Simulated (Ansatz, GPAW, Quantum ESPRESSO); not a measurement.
**One structure in several programs: TiFeH₂ (Pmc2_1, 8 atoms in the cell)**

Self-consistent single point, at a second geometry (lattice scaled by 0.98). First geometry:

```
TiFeH2
1.0
    2.81432     0.00000     0.00000
    0.00000     4.74840     0.00000
    0.00000     0.00000     4.56458
Ti Fe H
2 2 4
Cartesian
  1.40716   1.42367   1.32345
  1.40716   3.32473   3.60574
  0.00000   0.88809   3.60455
  0.00000   3.86031   1.32227
  1.40716   4.42769   2.05187
  1.40716   0.32071   4.33416
  0.00000   2.27239   2.52353
  0.00000   2.47601   0.24124
```

Shared settings, as Ansatz (a quantum-chemistry and plane-wave program) writes them: kpoints.mp_grid.grid = 8 5 5; scf.occupations.method = fermi_dirac; scf.occupations.width = 0.01 Ry. Potentials and cutoffs stand in the table.

```csv
code,model,ΔF from the first geometry (meV/atom),pressure (GPa),largest force (eV/Å),cutoff
Ansatz,"PBEsol, PAW files made with PBE",-5.3,4.11,0.132,30.9 Ry
Quantum ESPRESSO,"PBEsol, PseudoDojo standard norm-conserving (PBESOL) pseudopotentials",-5.5,4.16,0.133,90 Ry
GPAW,"PBEsol, GPAW PAW datasets PBEsol (made by gpaw-setup)",0.2,6.14,0.164,850 eV
```

Size of the force on each atom (eV/Å): Sizes of forces hide their directions.

```json
[
 {"code": "Ansatz", "Ti1": "0.081", "Ti2": "0.081", "Fe3": "0.088", "Fe4": "0.088", "H5": "0.060", "H6": "0.060", "H7": "0.132", "H8": "0.132"},
 {"code": "Quantum ESPRESSO", "Ti1": "0.082", "Ti2": "0.082", "Fe3": "0.086", "Fe4": "0.086", "H5": "0.062", "H6": "0.062", "H7": "0.133", "H8": "0.133"},
 {"code": "GPAW", "Ti1": "0.108", "Ti2": "0.108", "Fe3": "0.121", "Fe4": "0.121", "H5": "0.099", "H6": "0.099", "H7": "0.164", "H8": "0.164"}
]
```

On Ansatz's run: spin polarisation is off.

The spread over the programs that give each value: ΔF from the first geometry within 5.7 meV/atom; pressure within 2.03 GPa; largest force within 0.032 eV/Å.

Ansatz's pressure is given at a fixed set of plane waves, as the other plane-wave codes print theirs; with its correction for the finite basis it is 4.31 GPa. In the pressure, GPAW (by 1.98) lies more than 1 GPa from the median of the plane-wave programs.

The starting cell comes from a database of computed structures (which also holds hypothetical and non-ambient phases and stackings), without a prior relaxation at this level. Its lattice was rescaled by a random factor within 2.5 % of one. For this run, on top of that: lattice scaled by 0.98.

Keys are those of Ansatz 0.2.
